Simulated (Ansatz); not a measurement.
Results of PBEsol in Ansatz (plane waves, PAW) for C (model structure, P4₂/ncm, No. 138, 12 atoms in the cell).

Run with plane-wave cutoff 520 eV, 10×10×8 k mesh (along the axes of the cell as run), Fermi–Dirac smearing 0.01 eV, scalar-relativistic PAW data made under PBE.

Cell (relaxed at this level):

```yaml
crystal:
  lattice:
    - [3.41068, 0.00000, 0.00000]
    - [0.00000, 3.41068, 0.00000]
    - [0.00000, 0.00000, 6.05550]
  atoms:
    - { symbol: C, position: [0.83210, 0.33210, 0.35954] }
    - { symbol: C, position: [0.16790, 0.66790, 0.35954] }
    - { symbol: C, position: [0.16790, 0.33210, 0.85954] }
    - { symbol: C, position: [0.83210, 0.66790, 0.85954] }
    - { symbol: C, position: [0.66790, 0.83210, 0.64046] }
    - { symbol: C, position: [0.33210, 0.16790, 0.64046] }
    - { symbol: C, position: [0.33210, 0.83210, 0.14046] }
    - { symbol: C, position: [0.66790, 0.16790, 0.14046] }
    - { symbol: C, position: [0.00000, 0.00000, 0.50000] }
    - { symbol: C, position: [0.50000, 0.50000, 0.00000] }
    - { symbol: C, position: [0.50000, 0.50000, 0.50000] }
    - { symbol: C, position: [0.00000, 0.00000, 0.00000] }
```

Question: Estimate the band gap, smallest direct gap on the k points sampled and Γ–Γ gap that the calculation returns.

Answer: 
band gap: 3.58 eV (indirect)
smallest direct gap on the k points sampled: 4.80 eV
Γ–Γ gap: 4.89 eV

Note: the relaxation could raise the start's symmetry but not lower it, so the cell can be a saddle point.

Computed values are for the static lattice.

A model structure was made by putting elements into a prototype or built by hand; it is no filed structure, need not be a known phase, and can be a saddle point held by its symmetry.

Ansatz is a quantum-chemistry and plane-wave program.
